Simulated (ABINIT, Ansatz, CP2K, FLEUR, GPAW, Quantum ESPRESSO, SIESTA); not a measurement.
# SiGe (P6_3mc, 4 atoms in the cell) computed with different codes at matched settings

Self-consistent single point, at a second geometry (lattice scaled by 0.98). First geometry:

```
SiGe
1.0
    3.90445     0.00000     0.00000
   -1.95223     3.38135     0.00000
    0.00000     0.00000     6.45078
Si Ge
2 2
Direct
  0.66667   0.33333   0.87461
  0.33333   0.66667   0.37461
  0.66667   0.33333   0.50039
  0.33333   0.66667   0.00039
```

Shared settings, as Ansatz (a quantum-chemistry and plane-wave program) writes them: kpoints.mp_grid.grid = 10 10 5; scf.occupations.method = fermi_dirac; scf.occupations.width = 0.0015 Ry. Potentials and cutoffs stand in the table.

| code | model | ΔF from the first geometry (meV/atom) | pressure (GPa) | largest force (eV/Å) | gap on the mesh (eV) | cutoff |
|---|---|---|---|---|---|---|
| Ansatz | PBEsol, PAW files made with PBE | 18.5 | 5.28 | 0.039 | 0.249 | 30.9 Ry |
| CP2K | PBEsol, GPW, DZVP-MOLOPT-SR-GTH basis, GTH-PBE potentials (GTH_POTENTIALS) | 40.6 | 8.35 | 0.052 | 0.211 | grid 400 Ry |
| ABINIT | PBEsol, norm-conserving pseudopotentials (PseudoDojo nc-sr-04 PBEsol standard) | 18.2 | 5.23 | 0.039 | 0.250 | 39 Ha |
| Quantum ESPRESSO | PBEsol, PSlibrary PAW (PBE) pseudopotentials | 24.4 | 6.15 | 0.041 | 0.217 | 50 Ry |
| SIESTA | GGA PBEsol, numerical atomic orbitals DZP, PseudoDojo PBEsol standard norm-conserving potentials (rewritten from UPF to PSML) | 30.2 | 6.86 | 0.058 | 0.418 | grid 300 Ry |
| FLEUR | PBEsol, all-electron FLAPW (FLEUR), scalar-relativistic valence | 23.2 | – | – | 0.264 | Kmax 3.9 1/bohr |
| GPAW | PBEsol, GPAW PAW datasets PBEsol (made by gpaw-setup) | 24.7 | 6.21 | 0.044 | 0.236 | 600 eV |

A dash marks a value that a program does not give, or that is left out as unsure.

Gaps are read on the mesh.

The spread over the programs that give each value: ΔF from the first geometry within 22.4 meV/atom; pressure within 3.12 GPa; largest force within 0.019 eV/Å; gap on the mesh within 0.207 eV.

CP2K and SIESTA use small atom-centred bases, whose incompleteness enters pressures, forces and empty levels differently from a plane-wave cutoff. FLEUR treats all electrons, but the usual bases taken here (sphere radii, linearisation, local orbitals, empty states) were not tested for convergence, so the values are no reference for the others. Ansatz's pressure is given at a fixed set of plane waves, as the other plane-wave codes print theirs. In the pressure, CP2K (by 2.63) and SIESTA (by 1.14) lie more than 1 GPa from the median of the plane-wave programs. In the gap, SIESTA (by 0.175) lies more than 0.12 eV from the median of the plane-wave programs.

The starting cell comes from a database of computed structures (which also holds hypothetical and non-ambient phases and stackings), without a prior relaxation at this level. For this run, on top of that: lattice scaled by 0.98.

Keys are those of Ansatz 0.2.
